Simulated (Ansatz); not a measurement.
Where the default PAW files enter, the runs use the earlier of Ansatz's two default sets.

Data:

```xyz
20
Lattice="3.7312 0.0000 0.0000 -1.8656 3.2313 0.0000 0.0000 0.0000 30.5196" Properties=species:S:1:pos:R:3 pbc="T T T"
Zn     1.8656     1.0771     6.1039
Zn     0.0000     2.1542    21.3637
Zn     0.0000     0.0000    24.4156
Zn     0.0000     0.0000     9.1559
Zn     1.8656     1.0771    27.4676
Zn     0.0000     2.1542    12.2078
Zn     0.0000     2.1542     3.0550
Zn     1.8656     1.0771    18.3148
Zn     0.0000     0.0000     0.0031
Zn     0.0000     0.0000    15.2628
S      1.8656     1.0771     8.3898
S      0.0000     2.1542    23.6496
S      0.0000     0.0000     2.2890
S      0.0000     0.0000    17.5487
S      1.8656     1.0771    20.6007
S      0.0000     2.1542     5.3409
S      0.0000     0.0000    26.7016
S      0.0000     0.0000    11.4418
S      0.0000     2.1542    14.4998
S      1.8656     1.0771    29.7596
```

Space group of this cell: P6_3mc. The cell is strained (all lengths scaled by 0.98); by r2SCAN its mean pressure is 5.6 GPa.

Transport runs along the normal of the first two printed cell vectors, the (001) plane of the conventional cell.

The gap is the functional's own, uncorrected, and κ follows it; spin-orbit coupling is left out. Mid-gap values are interpolated between the computed energies.

**Question.** Predict the band gap and the smallest decay constant κ at mid-gap from r2SCAN in Ansatz (a first-principles code).

**Answer.** Gap 3.00 eV on a 12×12×1 mesh; κ = 0.185 1/Å, at the zone centre.
